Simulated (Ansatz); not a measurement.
NbN: pressure series

Take NbN in the rock salt structure (space group Fm-3m, No. 225) as the base.

```xyz
2
Lattice="0.0000 2.2106 2.2106 2.2106 0.0000 2.2106 2.2106 2.2106 0.0000" Properties=species:S:1:pos:R:3 pbc="T T T"
N      0.0000     0.0000     0.0000
Nb     2.2106     2.2106     2.2106
```

Cell and atoms are relaxed at each pressure.

Computed with PBE/PAW in Ansatz (an electronic-structure program), no SOC, earlier PAW set.

Notes on the quantities. enthalpy: H = E + PV relative to the base's energy.

```tsv
change	enthalpy	lattice parameter a
base	–	4.421 Å
pressure −2 GPa	-0.14 eV/atom	4.431 Å
pressure −1 GPa	-0.07 eV/atom	4.426 Å
pressure 1.8 GPa	+0.12 eV/atom	4.413 Å
pressure 4.2 GPa	+0.28 eV/atom	4.402 Å
pressure 9 GPa	+0.60 eV/atom	___
pressure 18 GPa	+1.18 eV/atom	4.345 Å
pressure 30 GPa	+1.94 eV/atom	4.302 Å
pressure 45 GPa	+2.85 eV/atom	4.256 Å
pressure 60 GPa	+3.74 eV/atom	4.216 Å
```

### Question
What belongs in the blanks?

### Answer

- pressure 9 GPa, lattice parameter a: 4.381 Å

Load acts through the strain it causes; cell and atoms are relaxed under it. Stability against distortions was not tested. Competing high-pressure phases were not computed. All final runs are without spin polarisation.
